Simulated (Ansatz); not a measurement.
Worked example: self-consistent single point of MgPd₅ (R3, 6 atoms in the cell) in Ansatz (a quantum-chemistry and plane-wave program).

Method of the run: PBEsol, harder PAW files (source: ansatz) made with PBE (plane waves; Ansatz).

The change in words: lattice scaled by 0.98; basis.ecutwfc: 420 eV → 620 eV; hamiltonian.pseudopotentials: {kind: paw} (the program's default PAW files) → {kind: paw, source: ansatz}. Reference geometry:
```
CELL_PARAMETERS angstrom
      2.41505     1.39433     4.57238
     -2.41505     1.39433     4.57238
      0.00000    -2.78865     4.57238
ATOMIC_POSITIONS crystal
  Mg 0.00364 0.00364 0.00364
  Pd 0.50000 0.83166 0.16834
  Pd 0.16834 0.50000 0.83166
  Pd 0.83166 0.16834 0.50000
  Pd 0.33173 0.33173 0.33173
  Pd 0.66827 0.66827 0.66827
```

Reference input (self-consistent single point, DFT, PBEsol, plane waves, default PAW files made with PBE): basis.ecutwfc = 420 eV; kpoints.mp_grid.grid = 5 5 5; hamiltonian.xc = pbesol; hamiltonian.pseudopotentials = {kind: paw} (the program's default PAW files); scf.occupations.method = gaussian; scf.occupations.width = 0.1 eV. This run's input differs from it in these lines:

Ansatz 0.2 input:
```diff
@@ -3,5 +3,5 @@
   lattice:
-    - [2.41504500, 1.39432700, 4.57237500]
-    - [-2.41504500, 1.39432700, 4.57237500]
-    - [0.00000000, -2.78865400, 4.57237500]
+    - [2.36674400, 1.36644000, 4.48092800]
+    - [-2.36674400, 1.36644000, 4.48092800]
+    - [0.00000000, -2.73288100, 4.48092800]
   atoms:
@@ -14,3 +14,3 @@
 basis:
-  ecutwfc: 420.0
+  ecutwfc: 620.0
 kpoints:
@@ -19,3 +19,3 @@
   xc: pbesol
-  pseudopotentials: { kind: paw }
+  pseudopotentials: { kind: paw, source: ansatz }
 scf:
```

Output (repeated stretches shortened):

```
SCF iter   1: F=—  HF=-36464.506239 eV  |F-HF|=—  |Δ(HF+E_count)|=         —  Δρ=2.09e-1  dr2=4.86e1  ethr=3.10e-3  ⟨swp⟩=5.8  Hψ=4478  notcnv=0  defer=8
all-band conjugate gradients solve this SCF's bands
preconditioner: auto → Kerker (q_TF=auto, 2.793 Å⁻¹)
SCF iter   2: F=—  HF=-36456.180717 eV  |F-HF|=—  |Δ(HF+E_count)|=    8.33e0  Δρ=9.25e-2  dr2=1.05e1  ethr=3.10e-3  ⟨swp⟩=2.9  Hψ=2629  notcnv=0  defer=89
   [... lines left out ...]
SCF iter   7: F=—  HF=-36453.814713 eV  |F-HF|=—  |Δ(HF+E_count)|=   3.50e-4  Δρ=2.67e-4  dr2=3.28e-5  ethr=1.43e-6  ⟨swp⟩=2.0  Hψ=1888  notcnv=0  defer=94
SCF iter   8: F=—  HF=-36453.814941 eV  |F-HF|=—  |Δ(HF+E_count)|=   2.29e-4  Δρ=6.78e-5  dr2=2.83e-6  ethr=3.28e-8  ⟨swp⟩=2.7  Hψ=2452  notcnv=0  defer=94
SCF iter   9: F=—  HF=-36453.814941 eV  |F-HF|=—  |Δ(HF+E_count)|=   4.87e-7  Δρ=2.02e-5  dr2=2.68e-7  ethr=2.83e-9  ⟨swp⟩=2.3  Hψ=2069  notcnv=0  defer=94
SCF iter  10: F=-36453.814941 eV  HF=-36453.814941 eV  |F-HF|=8.98e-9  |Δ(HF+E_count)|=   4.45e-8  Δρ=4.92e-6  dr2=1.49e-8  ethr=1.00e-10  ⟨swp⟩=10.6  Hψ=5862  notcnv=0
SCF 1 converged in 10 iterations: F = -36453.814941 eV  dr2 = 1.49e-8
Free energy (F): -36453.814941 eV
Internal energy: -36453.771854 eV  (E = F + TS)
E sigma→0 (E₀):  -36453.793397 eV
Entropy (-TS):   -0.043087 eV (-7.181 meV/atom)
Fermi energy:    17.631604 eV
--- Forces (eV/Å), atoms counted from 1 ---
  atom   1  Mg    -0.00000000     0.00000001    -0.28387326
  atom   2  Pd     0.08480128     0.00706272     0.10528436
  atom   3  Pd    -0.04851714     0.06990870     0.10528436
  atom   4  Pd    -0.03628415    -0.07697143     0.10528436
  atom   5  Pd    -0.00000000     0.00000000    -0.01353566
  atom   6  Pd    -0.00000000     0.00000000    -0.01846839
--- Stress (GPa, compression-positive) ---
        4.014569      -0.000000       0.000000
        0.000000       4.014569       0.000000
        0.000000       0.000000       3.239988
  P = ⅓ Tr σ = 3.7564 GPa (37.564 kbar)
  The stress holds the Pulay correction. Without it, at fixed plane waves, as pw.x and ABINIT print it: P = 3.7532 GPa
```

The run converged in 10 iterations. Against the reference run the pressure goes from -5.93 to 3.76 GPa and the largest force goes from 0.226 to 0.284 eV/Å.

The starting cell comes from a database of computed structures (which also holds hypothetical and non-ambient phases and stackings), without a prior relaxation at this level. Its lattice was rescaled by up to half a per cent. One atom was moved a little off its site on purpose. For this run, on top of that: lattice scaled by 0.98. Spin polarisation is off. Ansatz's pressure includes its estimate of the finite-basis (Pulay) stress.
